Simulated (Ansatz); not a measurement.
Hypothetical fluorite MoS2, pressure series

Consider MoS2 in the fluorite structure (space group Fm-3m, No. 225; a = 5.948 Å; ferromagnetic; a hypothetical phase, not in the database extracts checked).

Cell and atoms are relaxed at each pressure.

Calculations: Kohn–Sham DFT with the PBE functional, run in Ansatz (a first-principles code) with PAW and 420 eV plane waves, no spin-orbit coupling.

```csv
pressure (GPa),volume per atom (Å³/atom)
-2,17.849
-1,?
0,17.536
0.3,17.492
0.7,17.435
3,17.125
5,16.877
7.5,16.585
10,16.304
```

Task: Fit the third-order Birch–Murnaghan form P(V) = (3B₀/2)[(V₀/V)^(7/3) − (V₀/V)^(5/3)]·[1 + (3/4)(B₀′ − 4)((V₀/V)^(2/3) − 1)] (squares taken in P) to the rows shown and predict the withheld row.

Result: Least squares on the printed values gives V₀ = 17.539 Å³/atom, B₀ = 121 GPa, B₀′ = 3.6; this predicts 17.688 Å³/atom, and the run gives 17.689 Å³/atom, in agreement.

The magnetic state is the one reached from the starting moments; the real material's order can differ, and small cells can't hold many antiferromagnetic ones. Load acts through the strain it causes; cell and atoms are relaxed under it. No phonon test of stability was made. No other phases were tried under pressure.
